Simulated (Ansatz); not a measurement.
What uniaxial strain ε_zz = −0.50 % does to PtTe2

Consider PtTe2 (space group P-3m1, No. 164; a = 4.009 Å, c = 4.960 Å; layered; relaxed with 0.1 eV smearing). Axes: x lies along a and z along c of the hexagonal cell.

Modification: uniaxial strain ε_zz = −0.50 %, all other strain components held at zero; the atoms relax in the strained cell.

Method: PBEsol-D3(BJ) (Ansatz, a first-principles code, PAW, spin-orbit coupling left out). Γ-centred 17×17×12 mesh, Fermi–Dirac width 0.1 eV.

The space group stays P-3m1 (No. 164) and the shortest interatomic distance hardly moves (2.675 Å against 2.673 Å). The energy is nearly the same and the pressure (mean of the normal stresses, compression positive) goes from zero to 0.4 GPa. The band gap is still zero and the stress (xx, yy, zz, yz, xz, xy; compression positive) is (0.3, 0.3, 0.5, 0.0, 0.0, 0.0) GPa.

Final structure:

```xyz
3
Lattice="4.0090 0.0000 0.0000 -2.0045 3.4719 0.0000 0.0000 0.0000 4.9352" Properties=species:S:1:pos:R:3 pbc="T T T"
Te     0.0000     2.3146     1.3379
Te     2.0045     1.1573     3.5973
Pt     0.0000     0.0000     0.0000
```

Whether these cells are dynamically stable was not tested. All final runs are without spin polarisation.
